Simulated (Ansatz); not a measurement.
Band-edge transport in semiconductors and insulators: AlAs (F-43m) under several functionals (Ansatz, an electronic-structure program, with spin-orbit coupling). The PBE cell:

```
CELL_PARAMETERS angstrom
      0.00000     2.86403     2.86403
      2.86403     0.00000     2.86403
      2.86403     2.86403     0.00000
ATOMIC_POSITIONS crystal
  Al 0.00000 0.00000 0.00000
  As 0.75000 0.75000 0.75000
```

```csv
Functional,cell relaxed with,volume (Å³/atom),band gap,electron conductivity mass,hole conductivity mass,"Seebeck coefficient, n-type 1e19 cm⁻³"
PBE,PBE,23.49,1.41 eV,0.34 mₑ,0.61 mₑ,-269 μV/K
PBEsol,PBEsol,22.84,1.25 eV,0.33 mₑ,0.59 mₑ,-263 μV/K
```

For the band gap, PBE gives 1.41 eV and PBEsol 1.25 eV: PBE lies 13 % above.

Masses are for dilute carriers at 300 K, harmonic means over directions unless an axis is named. Seebeck coefficients are for the stated density at 300 K, with one relaxation time for all states and whether or not that doping can be reached.
